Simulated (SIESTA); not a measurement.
## SIESTA run on BaTiO₃ (Pm-3m, 5 atoms in the cell): self-consistent single point

Method of the run: GGA PBE, numerical atomic orbitals TZP, PseudoDojo PBE standard norm-conserving potentials (rewritten from UPF to PSML) (SIESTA).

Input:

```
# files in the folder: Ba.psml Ti.psml O.psml (PseudoDojo PBE standard)
SystemName  BaTiO3
SystemLabel BaTiO3

NumberOfAtoms                5
NumberOfSpecies              3
%block ChemicalSpeciesLabel
  1 56 Ba
  2 22 Ti
  3 8 O
%endblock ChemicalSpeciesLabel
LatticeConstant              1.0 Bohr
%block LatticeVectors
     7.527219461    0.000000000    0.000000000
     0.000000000    7.527219461    0.000000000
     0.000000000    0.000000000    7.527219461
%endblock LatticeVectors
AtomicCoordinatesFormat      Bohr
%block AtomicCoordinatesAndAtomicSpecies
     3.763609730    3.763609730    3.763609730  1
     0.000000000    0.000000000    0.000000000  2
     3.763609730    0.000000000    0.000000000  3
     0.000000000    3.763609730    0.000000000  3
     0.000000000    0.000000000    3.763609730  3
%endblock AtomicCoordinatesAndAtomicSpecies

XC.functional                GGA
XC.authors                   PBE
PAO.BasisSize                TZP
PAO.EnergyShift              0.005 Ry
MeshCutoff                   350 Ry
%block kgrid.MonkhorstPack
    6   0   0  0.0
    0   6   0  0.0
    0   0   6  0.0
%endblock kgrid.MonkhorstPack
OccupationFunction           MP
OccupationMPOrder            0
ElectronicTemperature        50.0 meV

MaxSCFIterations             150
SCF.Mixer.Method             Broyden
SCF.Mixer.Weight             0.25
SCF.Mixer.History            8
SCF.DM.Tolerance             1.0E-04
Diag.ParallelOverK           true
WriteForces                  true
Charge.Mulliken              end
```

Output, abridged:

```
reinit: Reading from file input.fdf

reinit: System Name: BaTiO3
reinit: System Label: BaTiO3

coor:   Atomic-coordinates input format  =     Cartesian coordinates
coor:                                            (in Bohr units)

siesta: Atomic coordinates (Bohr) and species
siesta:      3.76361   3.76361   3.76361  1        1
siesta:      0.00000   0.00000   0.00000  2        2
siesta:      3.76361   0.00000   0.00000  3        3
siesta:      0.00000   3.76361   0.00000  3        4
siesta:      0.00000   0.00000   3.76361  3        5

siesta: System type = bulk

initatomlists: Number of atoms, orbitals, and projectors:      5    86    75

siesta: ******************** Simulation parameters ****************************
redata: Spin configuration                          = none
redata: Time-Reversal Symmetry                      = T
redata: Number of Atomic Species                    =        3
redata: Mesh Cutoff                                 =   350.0000 Ry
redata: Net charge of the system                    =     0.0000 |e|
redata: Min. number of SCF Iter                     =        0
redata: Max. number of SCF Iter                     =      150
redata: SCF convergence failure will abort job
redata: SCF mix quantity                            = Hamiltonian
redata: Mix DM or H after convergence               =   F
redata: Recompute H after scf cycle                 =   F
redata: Mix DM in first SCF step                    =   T
redata: No kicks to SCF
redata: DM Mixing Weight for Kicks                  =     0.5000
redata: Require Harris convergence for SCF          =   F
redata: Harris energy tolerance for SCF             =     0.000100 eV
redata: Require DM convergence for SCF              =   T
redata: DM tolerance for SCF                        =     0.000100
redata: Require EDM convergence for SCF             =   F
redata: EDM tolerance for SCF                       =     0.001000 eV
   [... lines left out ...]
diag: Used triangular part                          = Lower
diag: Absolute tolerance                            =  0.100E-15
diag: Orthogonalization factor                      =  0.100E-05
diag: Memory factor                                 =  1.0000

superc: Internal auxiliary supercell:     5 x     5 x     5  =     125
superc: Number of atoms, orbitals, and projectors:    625  10750   9375

                        Single-point calculation

superc: Internal auxiliary supercell:     5 x     5 x     5  =     125
superc: Number of atoms, orbitals, and projectors:    625  10750   9375

outcell: Unit cell vectors (Ang):
        3.983233    0.000000    0.000000
        0.000000    3.983233    0.000000
        0.000000    0.000000    3.983233

outcell: Cell vector modules (Ang)   :    3.983233    3.983233    3.983233
outcell: Cell angles (23,13,12) (deg):     90.0000     90.0000     90.0000
outcell: Cell volume (Ang**3)        :     63.1986
new_DM -- step:     1
Initializing Density Matrix...

Attempting to read DM from file... Failed...
DM filled with atomic data:

InitMesh: MESH = 48 x 48 x 48 = 110592
InitMesh: Mesh cutoff (required, used) =   350.000   401.341 Ry

stepf: Methfessel-Paxton step function
       Using Hermite-Gauss polynomials of order  0
        iscf     Eharris(eV)        E_KS(eV)     FreeEng(eV)     dDmax    Ef(eV) dHmax(eV)
   scf:    1    -3668.983440    -3718.966234    -3718.966234  2.505531 -6.862160 15.206771
   scf:    2    -3739.376528    -3733.110740    -3733.110740  1.060538 -8.079105  2.205590
   scf:    3    -3733.139727    -3733.371960    -3733.371960  0.253688 -8.087638  1.216597
   scf:    4    -3733.308201    -3733.341226    -3733.341226  0.009769 -8.133259  1.465211
   scf:    5    -3733.500605    -3733.450190    -3733.450190  0.220680 -8.498058  0.185035
   scf:    6    -3733.452818    -3733.452659    -3733.452659  0.072311 -8.445741  0.055506
   scf:    7    -3733.451341    -3733.452410    -3733.452410  0.008738 -8.473953  0.107927
   scf:    8    -3733.452796    -3733.452617    -3733.452617  0.003316 -8.465315  0.077969
   scf:    9    -3733.452887    -3733.452769    -3733.452769  0.000897 -8.457139  0.042957
   scf:   10    -3733.452859    -3733.452835    -3733.452835  0.001001 -8.448729  0.005678
   scf:   11    -3733.452836    -3733.452836    -3733.452836  0.000150 -8.447336  0.000474
   scf:   12    -3733.452836    -3733.452836    -3733.452836  0.000094 -8.447180  0.000066
SCF Convergence by DM+H criterion
max |DM_out - DM_in|         :     0.0000940278
max |H_out - H_in|      (eV) :     0.0000662397
SCF cycle converged after 12 iterations

Using DM_out to compute the final energy and forces

siesta: E_KS(eV) =            -3733.4528

siesta: E_KS - E_eggbox =     -3733.4528

siesta: Atomic forces (eV/Ang):
     1   -0.000000   -0.000000   -0.000000
     2   -0.000000   -0.000000   -0.000000
     3    0.000000    0.000000    0.000000
     4    0.000000    0.000000    0.000000
     5    0.000000    0.000000    0.000000
   Tot   -0.000000   -0.000000   -0.000000
   Max    0.000000
   Res    0.000000    sqrt( Sum f_i^2 / 3N )
   Max    0.000000    constrained

Stress tensor Voigt[x,y,z,yz,xz,xy] (kbar):      -53.55      -53.55      -53.55        0.00        0.00        0.00
(Free)E + p*V (eV/cell)    -3731.3403
Target enthalpy (eV/cell)    -3733.4528

siesta: Program's energy decomposition (eV):
siesta: Ebs     =      -914.088952
siesta: Eions   =      5586.996034
siesta: Ena     =       958.473744
siesta: Ekin    =      1718.292951
siesta: Enl     =       -83.115304
siesta: Eso     =         0.000000
siesta: Edftu   =         0.000000
siesta: DEna    =        19.320533
siesta: DUscf   =         2.526885
siesta: DUext   =         0.000000
siesta: Ex      =      -708.041408
siesta: Ec      =       -53.914202
siesta: Exc     =      -761.955610
siesta: Eharris =     -3733.452836
siesta: Etot    =     -3733.452836
siesta: FreeEng =     -3733.452836

siesta: Stress tensor (static) (eV/Ang**3):
siesta:    -0.033426    0.000000    0.000000
siesta:     0.000000   -0.033426    0.000000
siesta:     0.000000    0.000000   -0.033426

siesta: Cell volume =         63.198553 Ang**3

siesta: Pressure (static):
siesta:                Solid            Molecule  Units
siesta:           0.00036406          0.00036406  Ry/Bohr**3
siesta:           0.03342628          0.03342627  eV/Ang**3
siesta:          53.55479900         53.55479602  kBar

mulliken: Atomic and Orbital Populations:

Species: Ba
Atom  Qatom  Qorb
               5s      6s      6s      6s      5py     5pz     5px     6py
   [... lines left out ...]
               3dyz    3dz2    3dxz    3dx2-y2 3dxy    3dyz    3dz2    3dxz
               3dx2-y2
   2 11.766   1.896   0.251  -0.896   1.285   1.957   1.957   1.957   0.410
              0.410   0.410   0.416   0.416   0.498   0.416   0.498   0.013

              0.013   0.058   0.013   0.058  -0.068  -0.068  -0.031  -0.068

             -0.031

Species: O
Atom  Qatom  Qorb
               2s      2s      2s      2py     2pz     2px     2py     2pz
               2px     2py     2pz     2px     3Pdxy   3Pdyz   3Pdz2   3Pdxz
               3Pdx2-y2
   3  6.667   1.500  -0.182   0.414   2.231   2.231   1.003  -0.257  -0.257
             -0.298  -0.256  -0.256   0.769   0.005   0.004   0.004   0.005

              0.005
   4  6.667   1.500  -0.182   0.414   1.003   2.231   2.231  -0.298  -0.257
             -0.257   0.769  -0.256  -0.256   0.005   0.005   0.004   0.004

              0.005
   5  6.667   1.500  -0.182   0.414   2.231   1.003   2.231  -0.257  -0.298
             -0.257  -0.256   0.769  -0.256   0.004   0.005   0.006   0.005

              0.003

mulliken: Qtot =       40.000

Mulliken Atomic Populations:
Atom #   charge [q] valence [e]  Species
     1     1.766046    8.233954  Ba
     2     0.233709   11.766291  Ti
     3    -0.666585    6.666585  O
     4    -0.666585    6.666585  O
     5    -0.666585    6.666585  O
 Total     0.000000
```

The run converged in 12 iterations.

The starting cell comes from a database of computed structures (which also holds hypothetical and non-ambient phases and stackings), without a prior relaxation at this level. Its lattice was rescaled by a random factor within 2.5 % of one. Values carry the incompleteness of an atom-centred basis. With a pressure of about 5 GPa the cell is away from its equilibrium volume at this level.

Cost on one core of a shared machine: roughly 60 s.
